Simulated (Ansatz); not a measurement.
Take RuSi (space group P2_13, No. 198; a = 4.736 Å) as the base.

(Cell as relaxed with PBE.)

Levels (all Ansatz, a quantum-chemistry and plane-wave program, PAW, earlier PAW set): PBE (420 eV, without spin-orbit coupling); r2SCAN (500 eV, no SOC).

Each level relaxes its own structure.

```json
[
 {"base": "volume per atom", "PBE": "13.28 Å³", "r2SCAN": "13.03 Å³"},
 {"base": "lattice parameter a", "PBE": "4.736 Å", "r2SCAN": "4.706 Å"},
 {"base": "band gap", "PBE": "0.23 eV", "r2SCAN": "0.31 eV"}
]
```

One thing is altered: hydrostatic tension (pressure −2 GPa).

| quantity | PBE | r2SCAN |
|---|---|---|
| volume per atom | 13.41 Å³ | (withheld) |
| smallest direct gap | 0.34 eV | (withheld) |
| shift of the gap caused by the change | -0.01 eV | (withheld) |
| band gap | 0.23 eV | (withheld) |

Question: Predict the r2SCAN column.

Answer: 
- volume per atom, r2SCAN: 13.15 Å³
- smallest direct gap, r2SCAN: 0.41 eV
- shift of the gap caused by the change, r2SCAN: 0.00 eV
- band gap, r2SCAN: 0.30 eV

PBE's volume per atom lies 0.26 Å³ above r2SCAN's (2.0 %); PBE's smallest direct gap lies 0.07 eV below r2SCAN's; PBE's band gap lies 0.077 eV below r2SCAN's. Neither level is exact; r2SCAN is the comparison here, not a measurement.

Load acts through the strain it causes; cell and atoms are relaxed under it. No phonon test of stability was made. The zero or small gap of RuSi can change with the level of theory.
